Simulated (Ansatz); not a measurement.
**SiC under a change: pressure 2.1 GPa**

Start from SiC in the zinc blende structure (space group F-43m, No. 216; a = 4.3563 Å).

One thing is altered: a hydrostatic pressure of 2.1 GPa.

Level of theory: r2SCAN (Ansatz, a quantum-chemistry and plane-wave program; PAW; 500 eV plane waves; spin-orbit coupling left out). Settings: 13×13×13 k-points, 0.05 eV Fermi–Dirac smearing.

The volume per atom shrinks by 0.09 Å³ (10.33 Å³ → 10.24 Å³) and the density rises by 0.03 g/cm³ to 3.25 g/cm³. The lattice parameter a falls by 0.013 Å, from 4.356 Å to 4.343 Å and the shortest interatomic distance decreases by 0.0057 Å (1.886 Å → 1.881 Å). The enthalpy H = E + PV relative to the base's energy amounts to +0.13 eV/atom and the band gap is still 1.71 eV. The gap character remains indirect, Γ → X and the smallest direct gap rises by 0.01 eV to 5.06 eV. The width of the top valence band grows by 0.034 eV (4.81 eV → 4.85 eV) and the electron mass remains 0.64 mₑ along k, 0.23 mₑ across (at X). The hole mass (degenerate bands, along [100]) changes from 0.35, 0.57, 0.57 mₑ (at Γ) to 0.36, 0.57, 0.57 mₑ (at Γ).

Final structure:

```
SiC
1.0
    0.00000     2.17157     2.17157
    2.17157     0.00000     2.17157
    2.17157     2.17157     0.00000
C Si
1 1
Direct
  0.75000   0.75000   0.75000
  0.00000   0.00000   0.00000
```

Load acts through the strain it causes; cell and atoms are relaxed under it. Effective masses come from finite differences of ±0.01 Å⁻¹. Along k means along the line from Γ to the band edge. Stability against distortions was not tested.
